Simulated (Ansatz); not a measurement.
Candidates (primitive cells; geometry: cell and atoms relaxed with PBEsol):
A. CsCdCl3 (Pm-3m), a = 5.2029 Å, b = 5.2029 Å, c = 5.2029 Å, α = 90.00°, β = 90.00°, γ = 90.00°
B. LiCl (Fm-3m), a = 3.581 Å, b = 3.581 Å, c = 3.581 Å, α = 60.00°, β = 60.00°, γ = 60.00°
C. Rb$_{2}$TiCl$_{6}$ (Fm-3m), a = b = c = 7.003 Å, α = β = γ = 60.00°
D. Ba$_{2}$PCl (R-3m), a = b = c = 7.903 Å, α = β = γ = 33.75°

Task: Rank these by hole conductivity mass (highest first), as PBEsol, rigid bands (Ansatz, a quantum-chemistry and plane-wave program) gives it.

Result: D (3.0 mₑ), C (2.1 mₑ), B (1.67 mₑ), A (0.79 mₑ)

Masses are for dilute carriers at 300 K, harmonic means over directions unless an axis is named. Spin-orbit coupling is left out.

Formula and space group known from diffraction (Crystallography Open Database), not checked to be the room-temperature form: Ba2PCl (R-3m), CsCdCl3 (Pm-3m), Rb2TiCl6 (Fm-3m).
